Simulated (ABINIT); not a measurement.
A self-consistent single point of KCdF3 (Pm-3m, 5 atoms in the cell) with ABINIT.

Method of the run: PBEsol, spin-orbit coupling, PAW (JTH v2.0 PBE PAW, files made for PBE) (plane waves; ABINIT).

```
KCdF3
1.0
    4.38209     0.00000     0.00000
    0.00000     4.38209     0.00000
    0.00000     0.00000     4.38209
K Cd F
1 1 3
Direct
  0.00000   0.00000   0.00000
  0.50000   0.50000   0.50000
  0.00000   0.50000   0.50000
  0.50000   0.00000   0.50000
  0.50000   0.50000   0.00000
```

Reference input (self-consistent single point, DFT, PBEsol, plane waves, PAW (JTH v2.0 PBE PAW, files made for PBE)): pseudos = [K.GGA_PBE-JTH.xml, Cd.GGA_PBE-JTH.xml, F.GGA_PBE-JTH.xml]; ecut = 24 Ha; pawecutdg = 48 Ha; ixc = -116133; occopt = 3; tsmear = 0.05 eV; ngkpt = 6 6 6; nshiftk = 1; shiftk = 0 0 0; potentials = JTH v2.0 PBE PAW; nband = 28; kptopt = 1. This run's input differs from it in these lines:

```diff
@@ -22,6 +22,8 @@
 ixc -116133
+nspinor 2
+nspden 1
 occopt 3
 tsmear 0.05 eV
-nband 28
-kptopt 1
+nband 64
+kptopt 4
 ngkpt 6 6 6
```

Output (repeated stretches shortened):

```
--- !BeginCycle
solver: {iscf: 17, nstep: 60, nline: 4, wfoptalg: 10, }
tolerances: {toldfe: 1.00E-09, }
...

     iter   Etot(hartree)      deltaE(h)  residm     nres2
 ETOT  1  -148.87199787806    -1.489E+02 3.530E-01 3.676E+01
 ETOT  2  -149.18884931173    -3.169E-01 1.156E-01 1.978E+01
 ETOT  3  -149.16768695553     2.116E-02 6.908E-02 3.976E+00
 ETOT  4  -149.16530289331     2.384E-03 8.658E-02 1.623E+00
 ETOT  5  -149.16441772683     8.852E-04 2.914E-02 4.029E-02
   [... 7 lines left out ...]
 ETOT 13  -149.16458785765    -4.773E-09 4.407E-02 3.529E-08
 ETOT 14  -149.16458785958    -1.929E-09 2.815E-02 1.370E-08
 ETOT 15  -149.16458786020    -6.163E-10 2.596E-02 1.616E-09
 ETOT 16  -149.16458786042    -2.214E-10 7.782E-03 5.351E-10
 At SCF step   16, etot is converged :
  for the second time, diff in etot=  2.214E-10 < toldfe=  1.000E-09

 Cartesian components of stress tensor (hartree/bohr^3)
  sigma(1 1)=  5.04442433E-06  sigma(3 2)=  0.00000000E+00
  sigma(2 2)=  5.04442433E-06  sigma(3 1)=  0.00000000E+00
  sigma(3 3)=  5.04442433E-06  sigma(2 1)=  0.00000000E+00

 ----iterations are completed or convergence reached----

 reduced coordinates (array xred) for    5 atoms
       0.000000000000      0.000000000000      0.000000000000
       0.500000000000      0.500000000000      0.500000000000
       0.000000000000      0.500000000000      0.500000000000
       0.500000000000      0.000000000000      0.500000000000
       0.500000000000      0.500000000000      0.000000000000
 cartesian forces (eV/Angstrom) at end:
   [... lines left out ...]
 Fermi (or HOMO) energy (eV) =   2.31876   Average Vxc (eV)=  -8.97452
   [... lines left out ...]
'-kT*entropy'       :  2.70055300235481E-15
total_energy        : -1.49164600458417E+02
total_energy_eV     : -4.05897520139751E+03
...

-Cartesian components of stress tensor (GPa)         [Pressure= -1.4841E-01 GPa]
- sigma(1 1)=  1.48412063E-01  sigma(3 2)=  0.00000000E+00
- sigma(2 2)=  1.48412063E-01  sigma(3 1)=  0.00000000E+00
- sigma(3 3)=  1.48412063E-01  sigma(2 1)=  0.00000000E+00

 Calculation completed.
```

The run converged in 16 iterations. 

The starting cell comes from a database of computed structures (which also holds hypothetical and non-ambient phases and stackings), without a prior relaxation at this level. The potentials were made for another functional than the one used.

These are the values that this program gave, and no reference: the one-centre exchange-correlation terms come from a truncated expansion.

Cost on one core of a shared machine: roughly 6 min.
